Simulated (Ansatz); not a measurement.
System: Si₃N₄ (P6₃/m, No. 176). Method: LDA (Ansatz, an electronic-structure program, plane waves, PAW).

Settings: plane-wave cutoff 520 eV, 6×6×12 k mesh (along the axes of the cell as run), scalar-relativistic PAW data made under PBE.

Computed at the level's own relaxed cell.

Hill averages of the elastic tensor: K = 252.1 GPa, G = 121.2 GPa. Volume 10.261 Å³/atom, mean atomic mass 20.040 u.

Q: Work out the density, the sound velocities of a polycrystal and the elastic Debye temperature at this level.

A: ρ = 1.66054 × 20.040/10.261 = 3.243 g/cm³. v_l = √[(K + 4G/3)/ρ] = 11.295 km/s and v_t = √(G/ρ) = 6.113 km/s. The mean follows from 3/v_m³ = 1/v_l³ + 2/v_t³: v_m = 6.822 km/s. Θ_D = (ħ/k_B) v_m (6π²/V)^(1/3) = 76.38 K Å s/km × 6.822 × 1.7937 Å⁻¹ = 935 K, counting all atoms of the cell.
